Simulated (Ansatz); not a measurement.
Cells marked so need not be the phases stable at ambient conditions, and some may be hypothetical.

 Where the default PAW files enter, the runs use the earlier of Ansatz's two default sets.

The gap is the functional's own, uncorrected, and κ follows it; spin-orbit coupling is left out. Mid-gap values are interpolated between the computed energies.

A. Sr2CdWO6 (I4/m, not sure to be the ambient phase, 10 atoms a cell, 13.7 Å³ an atom, -2 GPa at this level), along the normal of (110)
B. Al2ZnS4 (Fd-3m, spinel, not sure to be the ambient phase, 14 atoms a cell, 17.9 Å³ an atom), along the normal of (001)
C. Sr(CdP)$_{2}$ (P-3m1, not sure to be the ambient phase, 5 atoms a cell, 24.1 Å³ an atom, -2 GPa at this level), along the normal of (001)

Task: Rank these by mid-gap decay constant of the slowest evanescent state (lowest first), as PBEsol (Ansatz, a quantum-chemistry and plane-wave program) gives it.

Result: C (0.06 1/Å), B (0.19 1/Å), A (0.34 1/Å)
